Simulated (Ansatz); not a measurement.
GeS₂ (P4₂/nmc, No. 137, 6 atoms in the cell; start mp-1071032), treated with PBE0 in Ansatz (plane waves, PAW).

Numerical settings: plane-wave cutoff 500 eV, 6×6×2 k mesh (along the axes of the cell as run), gaussian smearing 0.02 eV, scalar-relativistic PAW data made under PBE.

Cell (relaxed with PBEsol):

```cif
data_Ge2S4
_chemical_formula_sum 'Ge2 S4'
_space_group_name_H-M_alt 'P42/nmc :1'
_space_group_IT_number 137
_space_group_name_Hall 'P 4n 2n -1n'
_cell_length_a 3.47045
_cell_length_b 3.47045
_cell_length_c 11.07592
_cell_angle_alpha 90.000
_cell_angle_beta 90.000
_cell_angle_gamma 90.000
loop_
_space_group_symop_operation_xyz
  'x, y, z'
  '-y+1/2, x+1/2, z+1/2'
  '-x, -y, z'
  'y+1/2, -x+1/2, z+1/2'
  'x+1/2, -y+1/2, -z+1/2'
  '-y, -x, -z'
  '-x+1/2, y+1/2, -z+1/2'
  'y, x, -z'
  '-x+1/2, -y+1/2, -z+1/2'
  'y, -x, -z'
  'x+1/2, y+1/2, -z+1/2'
  '-y, x, -z'
  '-x, y, z'
  'y+1/2, x+1/2, z+1/2'
  'x, -y, z'
  '-y+1/2, -x+1/2, z+1/2'
loop_
_atom_site_label
_atom_site_type_symbol
_atom_site_symmetry_multiplicity
_atom_site_Wyckoff_symbol
_atom_site_fract_x
_atom_site_fract_y
_atom_site_fract_z
_atom_site_occupancy
Ge1 Ge 2 b 0.00000 0.00000 0.50000 1
S1 S 4 d 0.50000 0.00000 0.12825 1
```

### Question
Predict the band gap.

### Answer

* **band gap**: 2.96 eV (on the SCF k mesh)

Note: cell and atoms aren't relaxed at this level.

Spin–orbit coupling is not included.

A start named mp-… is a Materials Project structure, which need not be a measured phase.

Ansatz is a quantum-chemistry and plane-wave program.
